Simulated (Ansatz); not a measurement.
BAs in the zinc blende structure; conventional cell a = b = c = 4.7326 Å, α = β = γ = 90.00°.

Dynamical quadrupoles are not included in the interpolation of the phonons between the solved wave vectors.

What linear thermal expansion coefficient does the quasi-harmonic free energy on LDA density-functional theory in Ansatz (plane waves, PAW) give at 700 K, and what isobaric heat capacity per mole of formula units and Grüneisen parameter?

α = 6.2 × 10⁻⁶ K⁻¹; C_P = 46.5 J/(mol K); γ = 0.91. Whether this phase is the stable one at each condition was not tested.

The PAW data sets were generated under PBE and serve the other functionals too.

Ansatz is a program for electronic structure.
